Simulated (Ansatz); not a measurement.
Input and output of a relaxation of the atoms for HfGeTe (P4mm, 6 atoms in the cell) (Ansatz, an electronic-structure program).

Computed with LDA (PW92), default PAW files made with PBE (plane waves; Ansatz).

The change in words: one atom moved by 0.15 angstrom; relax: default → atoms; relax.f_tol: default → 0.2 eV/Å. Reference geometry:
```
CELL_PARAMETERS angstrom
      3.74425     0.00000     0.00000
      0.00000     3.74425     0.00000
      0.00000     0.00000    10.17541
ATOMIC_POSITIONS crystal
  Hf 0.00000 0.50000 0.79159
  Hf 0.50000 0.00000 0.20841
  Ge 0.00000 0.00000 0.00000
  Ge 0.50000 0.50000 0.00000
  Te 0.50000 0.00000 0.66020
  Te 0.00000 0.50000 0.33980
```

Reference input (self-consistent single point, DFT, LDA (PW92), plane waves, default PAW files made with PBE): basis.ecutwfc = 420 eV; kpoints.mp_grid.grid = 8 8 3; hamiltonian.xc = lda; hamiltonian.pseudopotentials = {kind: paw} (the program's default PAW files); scf.occupations.method = gaussian; scf.occupations.width = 0.1 eV. This run's input differs from it in these lines:

```diff
@@ -7,3 +7,3 @@
   atoms:
-    - { symbol: Hf, position: [0.00000000, 0.50000000, 0.79159000] }
+    - { symbol: Hf, position: [0.00000000, 0.50000000, 0.80633100] }
     - { symbol: Hf, position: [0.50000000, 0.00000000, 0.20841000] }
@@ -26,2 +26,4 @@
     width: 0.1 eV
+relax:
+  f_tol: 0.2
 output:
```

Log, with long lists cut:

```
   [... SCF lines of the steps left out ...]
relax step   1: F+E_penalty+E_count = -53043.63640153 eV  Δ(F+E_penalty+E_count) = +0.000e0 eV  max|allowed force component| = 2.092e0 eV/Å  Δτ_max = 0.0000 Å  (6 SCF iters, dr2 threshold 1.00e-4 eV, accepted)
relax step   2: F+E_penalty+E_count = -53043.70140062 eV  Δ(F+E_penalty+E_count) = -6.500e-2 eV  max|allowed force component| = 1.516e0 eV/Å  Δτ_max = 0.1956 Å  (6 SCF iters, dr2 threshold 1.00e-4 eV, accepted)
relax step   3: F+E_penalty+E_count = -53043.81802962 eV  Δ(F+E_penalty+E_count) = -1.166e-1 eV  max|allowed force component| = 1.867e-2 eV/Å  Δτ_max = 0.0928 Å  (5 SCF iters, dr2 threshold 1.00e-4 eV, accepted)
relax step   4: F+E_penalty+E_count = -53043.81803662 eV  Δ(F+E_penalty+E_count) = -7.004e-6 eV  max|allowed force component| = 1.844e-2 eV/Å  Δτ_max = 0.0000 Å  (4 SCF iters, accepted)
the relaxation is at rest under the 8 symmetry operations that the run kept from its start: a minimum is not shown …
Stability not checked: this state was not tested for a lower state beside it, because too few of the mixer's solves of this state at the end of the SCF gave a …
Free energy (F): -53043.818037 eV
Internal energy: -53043.809456 eV  (E = F + TS)
E sigma→0 (E₀):  -53043.813746 eV
Entropy (-TS):   -0.008581 eV (-1.430 meV/atom)
Fermi energy:    13.155771 eV
--- Forces (eV/Å), atoms counted from 1 ---
  atom   1  Hf     0.00000000     0.00000000     0.01009098
   [... lines left out ...]
  atoms:
    - { symbol: Hf, position: [-1.232345166795198e-35, 0.5, 0.7962325743533303] }
    - { symbol: Hf, position: [0.5, 0.0, 0.20873381352145537] }
    - { symbol: Ge, position: [5.358022464326947e-37, 0.0, 0.0024688745189347275] }
    - { symbol: Ge, position: [0.5, 0.5, 0.0024688745189347275] }
    - { symbol: Te, position: [0.5, 0.0, 0.6705935245736726] }
    - { symbol: Te, position: [-1.232345166795198e-35, 0.5, 0.3342433385136723] }
```

The run converged.  The full log also holds: “iter 5 did not close the SCF: its close was put off for the readings that it lacked (scf_convergence_deferred on its scf_iter line)”.

Summary of the result:
```
Property                                                  Value
-----------------------------------------------  --------------
Free energy E − TS (on the zero of these files)  -53043.8180 eV
Fermi level (on the code's own zero)                   13.16 eV
Pressure                                              -3.82 GPa
Largest force (vector length)                        0.018 eV/Å
Relaxation steps                                              4
```

The starting cell comes from a database of computed structures (which also holds hypothetical and non-ambient phases and stackings), without a prior relaxation at this level. Its lattice was rescaled by up to half a per cent. For this run, on top of that: one atom moved by 0.15 angstrom. The relaxation keeps the symmetry of its start, so its end need not be a minimum. Ansatz's pressure includes its estimate of the finite-basis (Pulay) stress.

Cost on one core of a shared machine: roughly 70 s.

Keys are those of Ansatz 0.2.
